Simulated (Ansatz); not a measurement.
An Ansatz (a first-principles code) input (PBE/PAW in Ansatz, without spin-orbit coupling):

Ansatz 0.2 input:
```yaml
crystal:
  lattice:
    - [2.9638241738, 0, 0]
    - [0, 2.9638241738, 0]
    - [0, 0, 2.9638241738]
  atoms:
    - { symbol: Zn, position: [0, 0, 0] }
    - { symbol: Cu, position: [0.5, 0.5, 0.5] }
basis: { ecutwfc: 420, ecutrho_ratio: 4, xc_grid: 2, fft_grid_basis: typed }
kpoints: { mp_grid: { grid: [16, 16, 16] } }
hamiltonian:
  xc: pbe
  dispersion: none
  pseudopotentials: { kind: paw }
scf: { occupations: { method: fermi_dirac, width: 0.05 }, convergence: { dr2_threshold: 0.0000000002 } }
output: { forces: true, stress: true }
checkpoint: { write: state.ck, write_every: 1000 }
```

### Question
Which symmetry and how many k-points will the program report, and about how many plane waves at Γ?

### Answer
Space group Pm-3m (ITA 221) with 48 operations, k-points 165 of 4096, and 485 plane waves at Γ.

Whether these cells are dynamically stable was not tested. The final runs are not spin-polarised. The cell is ZnCu in the CsCl type structure (space group Pm-3m, No. 221).
